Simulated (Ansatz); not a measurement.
Subject: the energy change on adding 2 Li to slab B from Li (bcc). Reaction: cell B + 2 Li (bcc) → cell A. Negative: the products are lower in energy.

Cell A: a slab of composition Li2C42, 44 atoms, hexagonal cell of 6.51 Å (36.7 Å²), symmetry P6/m within 0.02 Å, 7.3 Å thick under 16 Å of vacuum, in-plane vectors held at the given values, so it may be strained; planes from bottom to top: C14 | Li | C14 | Li | C14; a model cell; against B it holds 2 Li more, on a cell with 14 atoms a plane; spin state with PBE: run without spin, k-point mesh 4×4×1.
```xyz
44
Lattice="6.5085 0.0000 0.0000 -3.2543 5.6366 0.0000 0.0000 0.0000 23.4000" Properties=species:S:1:pos:R:3 pbc="T T T"
C     -0.4613     5.0989     8.0733
C      0.0000     3.7577     8.0748
C      0.9329     1.0762     8.0532
C     -1.8558     5.3668     8.0532
C      1.3922     3.4866     8.0733
C      1.8621     2.1500     8.0733
C      5.1101     0.2698     8.0532
C      2.3214     4.5604     8.0532
C      3.2543     1.8789     8.0748
C      3.7156     0.5376     8.0733
C      3.7199     4.2906     8.0532
C      4.1852     2.9489     8.0733
C     -0.9309     2.6876     8.0733
C     -0.4656     1.3460     8.0532
C      0.4671     1.3515    11.7000
C      1.4040     0.2713    11.7000
C      0.0000     3.7577    11.7000
C      0.9315     2.6906    11.7000
C      2.7958     0.5386    11.7000
C      0.4584     5.0980    11.7000
C      2.3228     2.9460    11.7000
C      3.2543     1.8789    11.7000
C      1.8503     5.3653    11.7000
C      2.7872     4.2851    11.7000
C      4.6442     2.1520    11.7000
C      5.5716     1.0803    11.7000
C     -2.3174     4.5563    11.7000
C     -1.3899     3.4846    11.7000
C     -0.4613     5.0989    15.3267
C      0.0000     3.7577    15.3252
C      0.9329     1.0762    15.3468
C     -1.8558     5.3668    15.3468
C      1.3922     3.4866    15.3267
C      1.8621     2.1500    15.3267
C      5.1101     0.2698    15.3468
C      2.3214     4.5604    15.3468
C      3.2543     1.8789    15.3252
C      3.7156     0.5376    15.3267
C      3.7199     4.2906    15.3468
C      4.1852     2.9489    15.3267
C     -0.9309     2.6876    15.3267
C     -0.4656     1.3460    15.3468
Li     0.0000     0.0000     9.8843
Li     0.0000     0.0000    13.5157
```

Cell B: a slab of composition C42, 42 atoms, hexagonal cell of 6.51 Å (36.7 Å²), symmetry P6/m within 0.02 Å, 6.9 Å thick under 16 Å of vacuum, in-plane vectors held at the given values, so it may be strained; planes from bottom to top: C14 × 3, in three parts with no bond between them, 3.5 Å apart at the widest; a model cell; spin state with PBE: run without spin, k-point mesh 4×4×1.
```xyz
42
Lattice="6.5085 0.0000 0.0000 -3.2543 5.6366 0.0000 0.0000 0.0000 22.7000" Properties=species:S:1:pos:R:3 pbc="T T T"
C     -0.4650     5.0997     7.8816
C      0.0000     3.7577     7.8816
C      0.9299     1.0736     7.8800
C     -1.8596     5.3680     7.8800
C      1.3947     3.4894     7.8816
C      1.8596     2.1471     7.8816
C      5.1138     0.2685     7.8800
C      2.3244     4.5630     7.8800
C      3.2543     1.8789     7.8816
C      3.7193     0.5369     7.8816
C      3.7191     4.2944     7.8800
C      4.1840     2.9526     7.8816
C     -0.9297     2.6840     7.8816
C     -0.4648     1.3421     7.8800
C      0.4647     1.3422    11.3500
C      1.3948     0.2687    11.3500
C      0.0000     3.7577    11.3500
C      0.9296     2.6839    11.3500
C      2.7891     0.5369    11.3500
C      0.4651     5.0997    11.3500
C      2.3247     2.9527    11.3500
C      3.2543     1.8789    11.3500
C      1.8595     5.3679    11.3500
C      2.7896     4.2943    11.3500
C      4.6490     2.1470    11.3500
C      5.5785     1.0736    11.3500
C     -2.3242     4.5630    11.3500
C     -1.3947     3.4896    11.3500
C     -0.4650     5.0997    14.8184
C      0.0000     3.7577    14.8184
C      0.9299     1.0736    14.8200
C     -1.8596     5.3680    14.8200
C      1.3947     3.4894    14.8184
C      1.8596     2.1471    14.8184
C      5.1138     0.2685    14.8200
C      2.3244     4.5630    14.8200
C      3.2543     1.8789    14.8184
C      3.7193     0.5369    14.8184
C      3.7191     4.2944    14.8200
C      4.1840     2.9526    14.8184
C     -0.9297     2.6840    14.8184
C     -0.4648     1.3421    14.8200
```

Reference: Li (bcc, Im-3m), 1 atom in the cell, k-point mesh 24×24×24 on the run's own vectors. Conventional cell: a = b = c = 3.3220 Å, α = β = γ = 90.00°.

All numbers come from Ansatz (a program for electronic structure), plane waves with PAW, its PAW set soft_1, cutoff 420 eV, 500 eV for r2SCAN. The structures are at rest with PBE+D3(BJ), within the held lattices; other levels are single points on them. Neutral cells; Fermi-Dirac smearing of at most 0.10 eV in the solids, energies taken to zero width. The lattices are those relaxed with PBE+D3(BJ) or held as stated, so at other levels the solids can be strained, which adds to the spread. Larger cells are relaxed from a start prepared with the learned potential CHGNet, on a coarser mesh till forces fall under 0.03 eV/Å, which some starts already meet. A dispersion term (D3(BJ), or D4 for r2SCAN) was computed beside these levels and is taken off wherever the name lacks it. Space groups of crystals are read within 0.01 Å. No zero-point or thermal terms. No structure search was made; lower ones may exist. Values are for these cell sizes. Cell A has symmetry P6/m within 0.02 Å and got no random move, so less symmetric positions, which may lie lower, weren't tried. Cell B has symmetry P6/m within 0.02 Å and got no random move, so less symmetric positions, which may lie lower, weren't tried.

Q: Estimate the value that PBE+D3(BJ) returns for this input.

A: 0.20 eV, for cell B + 2 Li (bcc) → cell A.

Q: How does the value move with the functional?

A: 
```
Method     value (eV)  less PBE+D3(BJ)
---------  ----------  ---------------
PBE             -0.22            -0.42
r2SCAN          -0.39            -0.59
r2SCAN+D4       -0.19            -0.39
```

The levels shown span 0.59 eV, from r2SCAN (-0.39) to PBE+D3(BJ) (0.20). They disagree on the sign.
